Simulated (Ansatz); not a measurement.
Results of r²SCAN (PAW; Ansatz, a first-principles code) for Ge (model structure, I-43m, No. 217, 23 atoms in the cell).

Settings: plane-wave cutoff 560 eV, 6×6×6 k mesh, Fermi–Dirac smearing 0.01 eV, scalar-relativistic PAW data made under PBE.

Cell (relaxed with PBEsol):

```
CELL_PARAMETERS angstrom
     -5.23945     5.23945     5.23945
      5.23945    -5.23945     5.23945
      5.23945     5.23945    -5.23945
ATOMIC_POSITIONS crystal
  Ge 0.00000 0.00000 0.00000
  Ge 0.27082 0.27082 0.27082
  Ge 0.00000 0.00000 0.72918
  Ge 0.00000 0.72918 0.00000
  Ge 0.72918 0.00000 0.00000
  Ge 0.50000 0.25000 0.75000
  Ge 0.50000 0.75000 0.25000
  Ge 0.75000 0.50000 0.25000
  Ge 0.25000 0.50000 0.75000
  Ge 0.25000 0.75000 0.50000
  Ge 0.75000 0.25000 0.50000
  Ge 0.44051 0.44051 0.16906
  Ge 0.27145 0.27145 0.83094
  Ge 0.72855 0.55949 0.00000
  Ge 0.55949 0.72855 0.00000
  Ge 0.16906 0.44051 0.44051
  Ge 0.83094 0.27145 0.27145
  Ge 0.00000 0.72855 0.55949
  Ge 0.00000 0.55949 0.72855
  Ge 0.44051 0.16906 0.44051
  Ge 0.27145 0.83094 0.27145
  Ge 0.55949 0.00000 0.72855
  Ge 0.72855 0.00000 0.55949
```

**Question.** Give the computed band gap, smallest direct gap on the k points sampled and Γ–Γ gap.

**Answer.** 
- band gap: 1.24 eV (indirect)
- smallest direct gap on the k points sampled: 1.35 eV
- Γ–Γ gap: 2.00 eV

Note: the relaxation could raise the start's symmetry but not lower it, so the cell can be a saddle point; cell and atoms aren't relaxed at this level (largest force component 0.04 eV/Å).

Spin–orbit coupling is not included.

Static lattice: no zero-point or thermal effects.

The result took very roughly 7 core-minutes.

A model structure was made by putting elements into a prototype or built by hand; it is no filed structure, need not be a known phase, and can be a saddle point held by its symmetry.
